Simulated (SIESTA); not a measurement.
SIESTA run on K3Al (Pm-3m, 4 atoms in the cell): self-consistent single point.

Level of theory: LDA PW92, numerical atomic orbitals DZP, PseudoDojo LDA standard norm-conserving potentials (rewritten from UPF to PSML) (SIESTA).

```
CELL_PARAMETERS angstrom
      5.77187     0.00000     0.00000
      0.00000     5.77187     0.00000
      0.00000     0.00000     5.77187
ATOMIC_POSITIONS crystal
  K  0.00000 0.50000 0.50000
  K  0.50000 0.00000 0.50000
  K  0.50000 0.50000 0.00000
  Al 0.00000 0.00000 0.00000
```

Reference input (self-consistent single point, DFT, GGA PBEsol, numerical atomic orbitals DZP, PseudoDojo PBEsol standard norm-conserving potentials (rewritten from UPF to PSML)): XC.functional = GGA; XC.authors = PBEsol; potentials = PseudoDojo PBEsol standard; PAO.BasisSize = DZP; PAO.EnergyShift = 0.01 Ry; MeshCutoff = 300 Ry; kgrid.MonkhorstPack = 5 5 5; OccupationFunction = FD; ElectronicTemperature = 50 meV; MaxSCFIterations = 150; SCF.Mixer.Method = Broyden; SCF.Mixer.Weight = 0.1. This run's input differs from it in these lines:

```diff
@@ -1,2 +1,2 @@
-# files in the folder: K.psml Al.psml (PseudoDojo PBEsol standard)
+# files in the folder: K.psml Al.psml (PseudoDojo LDA standard)
 SystemName  K3Al
@@ -24,4 +24,4 @@
 
-XC.functional                GGA
-XC.authors                   PBEsol
+XC.functional                LDA
+XC.authors                   PW92
 PAO.BasisSize                DZP
```

Output, abridged:

```
        iscf     Eharris(eV)        E_KS(eV)     FreeEng(eV)     dDmax    Ef(eV) dHmax(eV)
   scf:    1    -2499.908417    -2502.516779    -2502.537528  0.813235 -3.521417  3.004643
   scf:    2    -2503.054961    -2502.796748    -2502.815638  0.044985 -3.440395  2.475645
   scf:    3    -2503.362823    -2503.196760    -2503.210748  0.139284 -3.223558  0.662189
   scf:    4    -2503.247429    -2503.225523    -2503.239775  0.029866 -3.301425  0.266344
   scf:    5    -2503.230902    -2503.228576    -2503.242846  0.015977 -3.319941  0.011283
   scf:    6    -2503.228588    -2503.228583    -2503.242857  0.000396 -3.320329  0.008334
   scf:    7    -2503.228584    -2503.228584    -2503.242864  0.000166 -3.320717  0.006374
   scf:    8    -2503.228582    -2503.228584    -2503.242874  0.000453 -3.321055  0.002169
   scf:    9    -2503.228572    -2503.228578    -2503.242875  0.000198 -3.321450  0.000478
   scf:   10    -2503.228576    -2503.228577    -2503.242875  0.000018 -3.321532  0.000408
SCF Convergence by DM+H criterion
max |DM_out - DM_in|         :     0.0000181681
max |H_out - H_in|      (eV) :     0.0004078442
SCF cycle converged after 10 iterations

Using DM_out to compute the final energy and forces

siesta: E_KS(eV) =            -2503.2286

siesta: E_KS - E_eggbox =     -2503.2286

siesta: Atomic forces (eV/Ang):
     1   -0.000000    0.000000    0.000000
     2    0.000000   -0.000000    0.000000
     3    0.000000    0.000000   -0.000000
     4   -0.000000   -0.000000   -0.000000
   Tot    0.000000    0.000000    0.000000
   Max    0.000000
   Res    0.000000    sqrt( Sum f_i^2 / 3N )
   Max    0.000000    constrained

Stress tensor Voigt[x,y,z,yz,xz,xy] (kbar):        5.03        5.03        5.03       -0.00       -0.00       -0.00
(Free)E + p*V (eV/cell)    -2503.8469
   [... lines left out ...]
siesta: FreeEng =     -2503.242875
   [... lines left out ...]
siesta:     0.003141   -0.000000   -0.000000
siesta:    -0.000000    0.003141   -0.000000
siesta:    -0.000000   -0.000000    0.003141

siesta: Cell volume =        192.286867 Ang**3

siesta: Pressure (static):
siesta:                Solid            Molecule  Units
siesta:          -0.00003421         -0.00003421  Ry/Bohr**3
siesta:          -0.00314147         -0.00314147  eV/Ang**3
siesta:          -5.03318881         -5.03318981  kBar
```

The run converged in 10 iterations. Against the reference run the pressure goes from -0.14 to -0.50 GPa.

The starting cell comes from a database of computed structures (which also holds hypothetical and non-ambient phases and stackings), without a prior relaxation at this level. Values carry the incompleteness of an atom-centred basis.
